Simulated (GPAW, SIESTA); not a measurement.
A GPAW input for a self-consistent single point of PdIn (Pm-3m, 2 atoms in the cell) (DFT PBEsol, plane waves, GPAW PAW datasets PBEsol (made by gpaw-setup)):

```python
from ase import Atoms
from ase.units import GPa
from gpaw import GPAW, PW, FermiDirac

atoms = Atoms(['In', 'Pd'],
              cell=[[3.281525, 0.000000, 0.000000],
                    [0.000000, 3.281525, 0.000000],
                    [0.000000, 0.000000, 3.281525]],
              positions=[[1.640762, 1.640762, 1.640762],
                         [0.000000, 0.000000, 0.000000]],
              pbc=True)

calc = GPAW(mode=PW(550),
            xc='PBEsol',
            kpts=(13, 13, 13),
            occupations=FermiDirac(0.136),
            nbands=-6,
            convergence={'density': 1e-05},
            symmetry={'symmorphic': False, 'tolerance': 0.0005},
            maxiter=150,
            txt='-')

atoms.calc = calc

energy = atoms.get_potential_energy()
print('Energy (eV):', round(energy, 6))
forces = atoms.get_forces()
print('Forces (eV/Ang):')
print(forces.round(5))
stress = atoms.get_stress()
print('Stress (GPa, Voigt):', (stress / GPa).round(4))
```

Question: Give the SIESTA input for the same structure, mesh, smearing and functional.

Answer: This is the input that was run; spellings and numerical settings could be chosen otherwise.

```
# files in the folder: In.psml Pd.psml (PseudoDojo PBEsol standard)
SystemName  PdIn
SystemLabel pdin

NumberOfAtoms                2
NumberOfSpecies              2
%block ChemicalSpeciesLabel
  1 49 In
  2 46 Pd
%endblock ChemicalSpeciesLabel
LatticeConstant              1.0 Ang
%block LatticeVectors
     3.281525000    0.000000000    0.000000000
     0.000000000    3.281525000    0.000000000
     0.000000000    0.000000000    3.281525000
%endblock LatticeVectors
AtomicCoordinatesFormat      Fractional
%block AtomicCoordinatesAndAtomicSpecies
     0.500000000    0.500000000    0.500000000  1
     0.000000000    0.000000000    0.000000000  2
%endblock AtomicCoordinatesAndAtomicSpecies

XC.functional                GGA
XC.authors                   PBEsol
PAO.BasisSize                DZP
PAO.EnergyShift              0.01 Ry
MeshCutoff                   300 Ry
%block kgrid.MonkhorstPack
   13   0   0  0.0
    0  13   0  0.0
    0   0  13  0.0
%endblock kgrid.MonkhorstPack
OccupationFunction           FD
ElectronicTemperature        136.0 meV

MaxSCFIterations             150
SCF.Mixer.Method             Pulay
SCF.Mixer.Weight             0.2
SCF.Mixer.History            6
SCF.DM.Tolerance             1.0E-05
Diag.ParallelOverK           true
WriteForces                  true
```

Basis settings and potentials, where a program has them, do not carry over. This input uses DFT, GGA PBEsol, numerical atomic orbitals DZP, PseudoDojo PBEsol standard norm-conserving potentials (rewritten from UPF to PSML). Both were run: pressure -4.10 GPa in GPAW and -3.83 in SIESTA.

On GPAW: the starting cell has typed, rounded lattice constants, without a prior relaxation at this level. Its lattice was rescaled by a random factor within 2.5 % of one. Spin polarisation is off. With a pressure of about -4 GPa the cell is away from its equilibrium volume at this level.

On SIESTA: the starting cell has typed, rounded lattice constants, without a prior relaxation at this level. Its lattice was rescaled by a random factor within 2.5 % of one. Spin polarisation is off. Values carry the incompleteness of an atom-centred basis. With a pressure of about -4 GPa the cell is away from its equilibrium volume at this level.
